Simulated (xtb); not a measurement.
xtb 6.7.1, GFN2-xTB: Sn(Vi)(OH)2(OMe) (C=[CH][Sn]([OH])([OH])[O]C), 15 atoms. The geometry is a generated start, not checked to be a minimum at this level.

```
Property                                                                                                        Value
------------------------  -------------------------------------------------------------------------------------------
method                                                                                                       GFN2-xTB
--acc                                                                                                     1 (default)
--etemp (K)                                                                                             300 (default)
detailed input (--input)  none: ANC optimiser, Lindh (1995) Hessian, microcycle=20, maxdispl=1.0, hlow=0.01 (default)
basis functions                                                                                                    42
valence electrons                                                                                                  42
```

```xyz
15

C     -2.5678    -1.2072    -0.2608
C     -1.8110    -0.3131    -0.8575
Sn    -0.1494     0.6750     0.1120
O      0.0710     0.1507     2.0087
O     -0.4160     2.6164     0.1196
O      1.6690     0.4637    -0.6885
C      2.5772    -0.5444    -0.3325
H     -2.4036    -1.5255     0.7574
H     -3.4020    -1.6636    -0.7769
H     -1.9722     0.0102    -1.8747
H     -0.4991     0.6308     2.6108
H      0.3899     3.1093    -0.0541
H      3.5085    -0.3026    -0.8483
H      2.2418    -1.5316    -0.6565
H      2.7637    -0.5679     0.7414
```

The structure is relaxed from this start with --opt LEVEL for the levels crude, sloppy, loose, lax, normal, tight, vtight, extreme, once each. Up to the end of the extreme run atoms move by at most 0.55 Å along an axis.

Question: What is the loosest level that ends within 20 meV of the extreme run, and how many cycles does it take?

Answer: lax: 23 cycles against 44, ending 2.0 meV above.

| level | cycles | energy above the extreme run (meV) | gradient norm (eV/Å) |
|---|---|---|---|
| crude | 1 | 33 | 0.19 |
| sloppy | 1 | 33 | 0.19 |
| loose | 1 | 33 | 0.19 |
| lax | 23 | 2.0 | 0.11 |
| normal | 28 | 0.66 | 0.036 |
| tight | 35 | 0.081 | 0.013 |
| vtight | 43 | under 0.01 | 0.0039 |
| extreme | 44 | — | 0.0016 |
